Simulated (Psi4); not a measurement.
Psi4 1.11, unrestricted PBE0/def2-svpd: Tl(I) cation ([I][Tl]), charge +1, multiplicity 2, 2 atoms. The geometry is a generated start, not checked to be a minimum at this level.

```
Property                                              Value
--------------------------  -------------------------------
task                                                 energy
method                                                 pbe0
basis                                             def2-svpd
memory                                                 3 GB
maxiter                                                 100
keys of the molecule block                      symmetry c1
scf_type                                       df (default)
e_convergence                               1e-06 (default)
d_convergence                               1e-06 (default)
dft_radial_points                              75 (default)
dft_spherical_points                          302 (default)
effective core potentials   those of the basis set, past Kr
basis functions                                          67
grid points                                           42789
```

```xyz
2

Tl    -0.9222    -0.6987    -0.8055
I      0.9222     0.6987     0.8055
```

Charge 1 and multiplicity 2 are set for this test and not shown to be the ground state.

With the defaults (guess = auto, which took SAD, diis_start = 1, damping_percentage = 0, level_shift = 0, level_shift_cutoff = 0.01, diis = true, scf_initial_accelerator = adiis, soscf = false, soscf_start_convergence = 0.01, diis_max_vecs = 10) it converges in 11 SCF iterations. One run each on 2 threads, with these changes:
- damping_percentage = 20
- scf_initial_accelerator = ediis
- soscf = true, soscf_start_convergence = 0.1
- guess = modhuckel
- diis_start = 4
- damping_percentage = 60, diis = false, scf_initial_accelerator = none
- level_shift = 0.1, level_shift_cutoff = 0.001
- diis_max_vecs = 6
- guess = huckel

Question: Name the settings that don't reach the solution of the defaults.

Answer: No convergence: damping_percentage = 60, diis = false, scf_initial_accelerator = none (the run ends without SCF convergence in 100 iterations). Another solution: guess = modhuckel (88 meV higher); diis_start = 4 (88 meV higher); damping_percentage = 20 (88 meV higher); level_shift = 0.1, level_shift_cutoff = 0.001 (88 meV higher). The rest reach the solution of the defaults.

| setting | SCF iterations | JK calls | end |
|---|---|---|---|
| soscf = true, soscf_start_convergence = 0.1 | 9 | 40 | same solution |
| diis_max_vecs = 6 | 10 | 11 | same solution |
| the defaults | 11 | 12 | same solution |
| scf_initial_accelerator = ediis | 11 | 12 | same solution |
| guess = huckel | 11 | 26 | same solution |
| level_shift = 0.1, level_shift_cutoff = 0.001 | 10 | 11 | other solution, 88 meV higher |
| guess = modhuckel | 13 | 28 | other solution, 88 meV higher |
| diis_start = 4 | 16 | 17 | other solution, 88 meV higher |
| damping_percentage = 20 | 28 | 29 | other solution, 88 meV higher |
| damping_percentage = 60, diis = false, scf_initial_accelerator = none | 100 | 101 | no convergence |

An SOSCF iteration holds several JK calls; a Hückel guess adds calls on atoms. 1 further run of the study ended by our limits or in an error and is left out.
